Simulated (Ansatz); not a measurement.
The structure below was relaxed with Kohn–Sham DFT with the PBEsol functional, run in Ansatz (a first-principles code) with PAW and 420 eV plane waves, no spin-orbit coupling.

Space group P6/mmm (No. 191); a = 3.1551 Å, b = 3.1551 Å, c = 3.5060 Å, α = 90.00°, β = 90.00°, γ = 120.00°

| atom | site | symmetry | x | y | z |
|---|---|---|---|---|---|
| Zr | 1a | 6/mmm | 0.0000 | 0.0000 | 0.0000 |
| B | 2d | -6m2 | 0.3333 | 0.6667 | 0.5000 |

Question: Write out a cell with all atoms.

Answer: 
```
ZrB2
1.0
    3.15508     0.00000     0.00000
   -1.57754     2.73238     0.00000
    0.00000     0.00000     3.50604
Zr B
1 2
Direct
  0.00000   0.00000   0.00000
  0.33333   0.66667   0.50000
  0.66667   0.33333   0.50000
```
This is the conventional cell.

Whether these cells are dynamically stable was not tested. All final runs are without spin polarisation. The cell was made from TiB2 by this change: Ti → Zr.
